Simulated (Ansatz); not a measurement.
The starting structures come from a database of crystals and need not be the phases stable at ambient conditions.

By PBEsol, the system below comes out a metal.

Given:

```
CELL_PARAMETERS angstrom
      4.51940     0.00000     0.00000
     -2.25970     3.91392     0.00000
      0.00000     0.00000     3.43969
ATOMIC_POSITIONS crystal
  Hf 0.00000 0.00000 0.00000
  Be 0.33333 0.66667 0.00000
  Be 0.66667 0.33333 0.00000
  Be 0.00000 0.50000 0.50000
  Be 0.50000 0.00000 0.50000
  Be 0.50000 0.50000 0.50000
```

Space group of this cell: P6/mmm. The cell is taken as given; by PBEsol its mean pressure is -2.1 GPa.

The current flows along the normal of the first two printed cell vectors, the (001) plane of the conventional cell. No spin-orbit coupling; the value is a mean over 0.1 eV about the Fermi level.

**Question.** Give the ballistic conductance per area that PBEsol run with Ansatz (an electronic-structure program) yields.

**Answer.** 0.35 × 10¹⁵ S/m² for both spins.
